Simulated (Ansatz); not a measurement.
Where the default PAW files enter, the runs use the earlier of Ansatz's two default sets.

Tunnelling through a barrier is set by its complex band structure: the current falls as exp(−2κd) with the smallest κ.

```yaml
crystal:
  lattice:
    - [3.85488, 0.00000, 0.00000]
    - [0.00000, 5.45162, 0.00000]
    - [1.92744, -2.72581, 1.92744]
  atoms:
    - { symbol: Ga, position: [0.00000, 0.00000, 0.00000] }
    - { symbol: P, position: [0.50000, 0.25000, 0.00000] }
```

Space group of this cell: F-43m, zinc blende. The cell is taken as given.

Transport runs along the normal of the first two printed cell vectors, the (110) plane of the conventional cell.

The gap is the functional's own, uncorrected, and κ follows it; spin-orbit coupling is left out. Mid-gap means the computed energy nearest the middle.

### Question
State the band gap and the smallest decay constant κ at mid-gap according to r2SCAN in Ansatz (a first-principles code).

### Answer
Gap 1.85 eV on a 16×16×16 mesh; κ = 0.123 1/Å, at the zone centre.
